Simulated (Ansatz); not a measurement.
Base system: HfN in the rock salt structure (space group Fm-3m, No. 225; a = 4.5255 Å).

Structures relaxed with DFT with r2SCAN, PAW potentials and a 500 eV plane-wave cutoff in Ansatz (a first-principles code), no spin-orbit coupling.

Base:

Simulated powder pattern, Cu Kα1, λ = 1.54056 Å (kinematic, ideal powder, no thermal factors, no anomalous dispersion; the 10 strongest lines at most, above 2 %, up to 2θ = 90°):

```tsv
2θ (°)	I/Imax (%)	hkl
34.29	100	(111)
39.80	68	(200)
57.56	46	(220)
68.74	44	(311)
72.26	16	(222)
85.82	7.7	(400)
```

One thing is altered: a hydrostatic pressure of 9 GPa.

After the change:

Simulated powder pattern, Cu Kα1, λ = 1.54056 Å (kinematic, ideal powder, no thermal factors, no anomalous dispersion; the 10 strongest lines at most, above 2 %, up to 2θ = 90°):

```
2θ (°)  d (Å)  I/Imax (%)    hkl
------  -----  ----------  -----
34.65   2.587         100  (111)
40.22   2.240          68  (200)
58.19   1.584          46  (220)
69.53   1.351          44  (311)
73.10   1.293          16  (222)
86.89   1.120         7.7  (400)
```

The indices refer to the base's conventional cell; one index is shown for lines that coincide.

Load acts through the strain it causes; cell and atoms are relaxed under it. Stability against distortions was not tested. Competing high-pressure phases were not computed. All final runs are without spin polarisation. An odd electron count without spin: HfN.
